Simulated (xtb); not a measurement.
xtb 6.7.1, GFN2-xTB: Clc1[c]cccc1, charge +1, multiplicity 1, 11 atoms. The geometry is a generated start, not checked to be a minimum at this level.

```
Property                   Value
-----------------  -------------
run flags                 --grad
method                  GFN2-xTB
--acc                1 (default)
--etemp (K)        300 (default)
basis functions               38
valence electrons             34
```

```xyz
11

Cl     3.0768    -0.9552    -0.1072
C      1.4383    -0.5907    -0.0408
C      0.3293    -1.3309    -0.0124
C     -0.9839    -1.2049     0.0274
C     -1.3743     0.1526     0.0426
C     -0.3781     1.1117     0.0150
C      0.9501     0.7665    -0.0225
H     -1.7119    -2.0008     0.0437
H     -2.4296     0.3793     0.0724
H     -0.6502     2.1599     0.0265
H      1.7336     1.5126    -0.0446
```

Charge 1 and multiplicity 1 are set for this test and not shown to be the ground state.

One run each on 1 thread. Values of broydamp tried: 0.02, 0.05, 0.1, 0.2, 0.4 (default), 0.6, 0.8, 1.

**Question.** How does the count of SCC iterations change with broydamp, and where is it least?

**Answer.** Fewest SCC iterations, within one of each other: 0.2 with 15, 0.4 (default) with 15, 0.6 with 16. The count rises to 27 at 0.02. All converge to one solution.

```json
[
 {"broydamp": "0.02", "SCC iterations": "27", "end": "same solution"},
 {"broydamp": "0.05", "SCC iterations": "22", "end": "same solution"},
 {"broydamp": "0.1", "SCC iterations": "17", "end": "same solution"},
 {"broydamp": "0.2", "SCC iterations": "15", "end": "same solution"},
 {"broydamp": "0.4 (default)", "SCC iterations": "15", "end": "same solution"},
 {"broydamp": "0.6", "SCC iterations": "16", "end": "same solution"},
 {"broydamp": "0.8", "SCC iterations": "18", "end": "same solution"},
 {"broydamp": "1", "SCC iterations": "19", "end": "same solution"}
]
```
